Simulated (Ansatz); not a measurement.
A self-consistent single point of MgZr (P-6m2, 2 atoms in the cell) with Ansatz (a first-principles code).

Method: BLYP, default PAW files made with PBE (plane waves; Ansatz).

```
MgZr
1.0
    3.05797     0.00000     0.00000
   -1.52899     2.64828     0.00000
    0.00000     0.00000     5.53155
Mg Zr
1 1
Direct
  0.00000   0.00000   0.00000
  0.66667   0.33333   0.50000
```

Reference input (self-consistent single point, DFT, PBEsol, plane waves, default PAW files made with PBE): kpoints.mp_grid.grid = 10 10 5; hamiltonian.xc = pbesol; hamiltonian.pseudopotentials = {kind: paw} (the program's default PAW files); scf.occupations.method = fermi_dirac; scf.occupations.width = 0.05 eV. This run's input differs from it in these lines:

Ansatz 0.2 input:
```diff
@@ -11,3 +11,3 @@
 hamiltonian:
-  xc: pbesol
+  xc: blyp
   pseudopotentials: { kind: paw }
```

Log, with long lists cut:

```
SCF iter   1: F=—  HF=-6123.187676 eV  |F-HF|=—  |Δ(HF+E_count)|=         —  Δρ=6.10e-3  dr2=2.47e-2  ethr=1.77e-3  ⟨swp⟩=5.2  Hψ=3009  notcnv=0
all-band conjugate gradients solve this SCF's bands
preconditioner: auto → Kerker (q_TF=auto, 2.423 Å⁻¹)
SCF iter   2: F=—  HF=-6123.183625 eV  |F-HF|=—  |Δ(HF+E_count)|=   4.05e-3  Δρ=3.87e-3  dr2=1.10e-2  ethr=1.12e-4  ⟨swp⟩=2.0  Hψ=1282  notcnv=0
SCF iter   3: F=—  HF=-6123.182121 eV  |F-HF|=—  |Δ(HF+E_count)|=   1.50e-3  Δρ=7.80e-4  dr2=5.20e-4  ethr=4.99e-5  ⟨swp⟩=2.3  Hψ=1019  notcnv=0
SCF iter   4: F=—  HF=-6123.182117 eV  |F-HF|=—  |Δ(HF+E_count)|=   3.65e-6  Δρ=1.66e-4  dr2=1.49e-5  ethr=2.36e-6  ⟨swp⟩=2.0  Hψ=734  notcnv=0
SCF iter   5: F=—  HF=-6123.182126 eV  |F-HF|=—  |Δ(HF+E_count)|=   8.69e-6  Δρ=5.68e-5  dr2=1.84e-6  ethr=6.75e-8  ⟨swp⟩=2.1  Hψ=901  notcnv=0
SCF iter   6: F=—  HF=-6123.182127 eV  |F-HF|=—  |Δ(HF+E_count)|=   7.82e-7  Δρ=1.62e-5  dr2=1.77e-7  ethr=8.37e-9  ⟨swp⟩=2.0  Hψ=781  notcnv=0
SCF iter   7: F=-6123.182127 eV  HF=-6123.182127 eV  |F-HF|=6.00e-9  |Δ(HF+E_count)|=   5.20e-8  Δρ=4.39e-6  dr2=1.47e-8  ethr=4.55e-10  ⟨swp⟩=4.5  Hψ=2380  notcnv=0
SCF 1 converged in 7 iterations: F = -6123.182127 eV  dr2 = 1.47e-8
Free energy (F): -6123.182127 eV
Internal energy: -6123.174037 eV  (E = F + TS)
E sigma→0 (E₀):  -6123.178082 eV
Entropy (-TS):   -0.008089 eV (-4.045 meV/atom)
Fermi energy:    10.425718 eV
--- Forces (eV/Å), atoms counted from 1 ---
  atom   1  Mg    -0.00000000     0.00000000     0.00000000
  atom   2  Zr     0.00000000    -0.00000000     0.00000000
--- Stress (GPa, compression-positive) ---
        1.938142       0.000000      -0.000000
        0.000000       1.938142      -0.000000
       -0.000000      -0.000000       1.119967
  P = ⅓ Tr σ = 1.6654 GPa (16.654 kbar)
  The stress holds the Pulay correction. Without it, at fixed plane waves, as pw.x and ABINIT print it: P = 1.6527 GPa
```

The run converged in 7 iterations. Against the reference run the pressure goes from -2.36 to 1.67 GPa.

The starting cell comes from a database of computed structures (which also holds hypothetical and non-ambient phases and stackings), without a prior relaxation at this level. Ansatz's pressure includes its estimate of the finite-basis (Pulay) stress.
